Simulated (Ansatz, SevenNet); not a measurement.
For rutile IrO₂, the machine-learned potential SevenNet-0 (trained on PBE and PBE+U data) gives:

- lattice constant a: 4.552 Å
- lattice parameter c: 3.185 Å
- elastic constant C11: 264 GPa
- elastic constant C44: 59.1 GPa
- polycrystal shear modulus: 65.8 GPa

Task: What does LDA in Ansatz (plane waves, PAW) give for the same quantities?

Result: 
- lattice constant a: 4.434 Å (decreases by 2.6 %)
- lattice parameter c: 3.136 Å (decreases by 1.5 %)
- elastic constant C11: 355 GPa (goes up by 34 %)
- elastic constant C44: 115 GPa (rises by 95 %)
- Voigt–Reuss–Hill shear modulus: 108 GPa (rises by 64 %)

For comparison: lattice constant a 4.505 Å (measured, room temperature, no zero-point or thermal correction; as tabulated in Hiroi (2015), arXiv:1503.02262); lattice parameter c 3.159 Å (measured, room temperature, not corrected to a static lattice; as tabulated in Hiroi (2015), arXiv:1503.02262).

Changes are worked out from the printed values.

Unless a cell is named, each level is at its own relaxed cell (SevenNet-0 11.00, LDA 10.28 Å³/atom).

Levels without +SOC leave out spin–orbit coupling, which shifts energies and cells of such heavy elements.

The crystal itself was run without spin with LDA; a magnetic state was not tried in these runs.

Ansatz's density-functional and Hartree–Fock values are scalar-relativistic unless marked +SOC, with PAW data made under PBE.

Ansatz is an electronic-structure program.
